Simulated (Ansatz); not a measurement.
## A computed series for WC: point defects

Base system: an 8-atom supercell of WC (space group P-6m2, No. 187) at its relaxed geometry.

```
CELL_PARAMETERS angstrom
      5.82432     0.00000     0.00000
     -2.91216     5.04401     0.00000
      2.91216     5.04401     2.83623
ATOMIC_POSITIONS crystal
  W  0.00000 0.00000 0.00000
  W  0.00000 0.50000 0.00000
  W  0.50000 0.00000 0.00000
  W  0.50000 0.50000 0.00000
  C  0.83333 0.66667 0.50000
  C  0.83333 0.16667 0.50000
  C  0.33333 0.66667 0.50000
  C  0.33333 0.16667 0.50000
```

One neutral defect a cell, atoms relaxed at fixed cell.

Level of theory: r2SCAN, PAW, 500 eV (Ansatz, a program for electronic structure; no SOC).

| case | pressure | largest displacement of a host atom from its site in the perfect cell |
|---|---|---|
| perfect supercell | 0.0 GPa | – |
| Be on a C site | 20.5 GPa | 0.10 Å |
| C vacancy, symmetric start | -6.4 GPa | 0.02 Å |
| W on a C site (antisite), symmetric start | 79.6 GPa | 0.27 Å |

The cell is small, so the values are those of an ordered compound at a high defect concentration; dilute-limit values will differ. Defects with a symmetric start kept the site's symmetry and may sit on a saddle; the others started slightly shaken. The final runs are not spin-polarised.
